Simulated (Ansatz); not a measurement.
## Cr in the bcc (W type) structure (space group Im-3m, No. 229; non-magnetic)

```xyz
1
Lattice="-1.4071 1.4071 1.4071 1.4071 -1.4071 1.4071 1.4071 1.4071 -1.4071" Properties=species:S:1:pos:R:3 pbc="T T T"
Cr     0.0000     0.0000     0.0000
```

Method: PBEsol (Ansatz, a quantum-chemistry and plane-wave program), no spin-orbit coupling. Settings: 23×23×23 k-points, 0.05 eV Fermi–Dirac smearing.

| Property | Result |
|---|---|
| Volume per atom | 11.14 Å³ |
| Density | 7.75 g/cm³ |
| Band gap | zero |
| Total energy | -3349.195 eV/atom (σ→0; compares only within this code and set-up) |

Stability against distortions was not tested. Starting moments died away, wholly or in part, for the base; another magnetic solution may exist. The final runs are not spin-polarised. Real Cr is antiferromagnetic at low temperature and ambient pressure, an order that this cell doesn't hold.
